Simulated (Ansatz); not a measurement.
Here is the system:

End structure of the (110) surface of orthorhombic GeS in its 1x1 cell (cut with top plane Ge + S, bottom plane Ge + S), outermost plane spacing 0.09 Å in the ideal cut:

```
CELL_PARAMETERS angstrom
      4.35533     0.00000     0.00000
      0.00000    11.27889     0.00000
      0.00000     0.00000    27.50000
ATOMIC_POSITIONS crystal
  Ge 0.05094 0.10145 0.30352
  S  0.98917 0.60761 0.29744
  S  0.99396 0.29510 0.32251
  Ge 0.93898 0.78765 0.33198
  Ge 0.36363 0.53522 0.35301
  S  0.49590 0.05583 0.35679
  S  0.50032 0.73846 0.38560
  Ge 0.63187 0.26302 0.38605
  Ge 0.13604 0.98056 0.42206
  S  0.99209 0.50320 0.42424
  S  0.00558 0.17915 0.44816
  Ge 0.86502 0.69826 0.45428
  Ge 0.35573 0.42392 0.48387
  S  0.51039 0.94867 0.48646
  S  0.48961 0.62521 0.51353
  Ge 0.64428 0.14995 0.51613
  Ge 0.13497 0.87562 0.54572
  S  0.99443 0.39472 0.55184
  S  0.00790 0.07067 0.57576
  Ge 0.86396 0.59331 0.57794
  Ge 0.36815 0.31085 0.61395
  S  0.49967 0.83542 0.61440
  S  0.50411 0.51804 0.64321
  Ge 0.63635 0.03865 0.64699
  Ge 0.06101 0.78623 0.66802
  S  0.00605 0.27877 0.67749
  S  0.01082 0.96627 0.70256
  Ge 0.94907 0.47242 0.69648
```

Set-up: 28 atoms, Ge14S14, 11.3 Å thick at the start; mesh 6x3x1; 0.025 eV smearing; dipole correction on; all atoms relaxed; held to the start's symmetry, so lower structures may exist; no spin, no spin-orbit, no U.

### Question
Estimate the surface energy (mean of both faces) that PBE with D3(BJ) dispersion (Ansatz, a program for electronic structure) returns for this input.

### Answer
42 meV/Å²

### Question
What is the computed ionisation potential (bulk valence edge below the top vacuum level) (PBE with D3(BJ) dispersion)?

### Answer
5.20 eV

### Question
What highest filled level below the top vacuum level does PBE with D3(BJ) dispersion give?

### Answer
5.32 eV

### Question
Predict the gap of the slab on its k-mesh from PBE with D3(BJ) dispersion.

### Answer
1.02 eV
